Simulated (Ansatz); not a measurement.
## ZrO2: Zr → Tl

Consider ZrO$_{2}$ in the fluorite structure (space group Fm-3m, No. 225; a = 5.0891 Å).

One thing is altered: every Zr is replaced by Tl, then cell and atoms are relaxed.

Computed with r2SCAN (Ansatz, a first-principles code), no SOC, earlier PAW set. Γ-centred 15×15×15 mesh, Fermi–Dirac width 0.05 eV, for the changed cell.

```json
{
 "volume_per_atom": "13.10 Å³ (base 10.98 Å³)",
 "density": "9.99 g/cm³ (base 6.21 g/cm³)",
 "lattice_parameter_a": "5.397 Å (base 5.089 Å)",
 "shortest_interatomic_distance": "2.337 Å (base 2.204 Å)",
 "band_gap": "zero (base 3.89 eV)",
 "magnetic_state": "ferromagnetic (base not spin-polarised)"
}
```

Final structure:

```xyz
3
Lattice="0.0000 2.6987 2.6987 2.6987 0.0000 2.6987 2.6987 2.6987 0.0000" Properties=species:S:1:pos:R:3 pbc="T T T"
Tl     0.0000     0.0000     0.0000
O      1.3494     1.3494     1.3494
O      4.0481     4.0481     4.0481
```

Cost of the whole job for the changed cell (relaxation, final SCF and bands): roughly 4 core-minutes.

Other magnetic orders, which the real material may have, were not ruled out. Stability against distortions was not tested. As relaxed here, TlO2 is a hypothetical phase, not in the database extracts checked. This is not the structure that ZrO2 has at room temperature and ambient pressure.
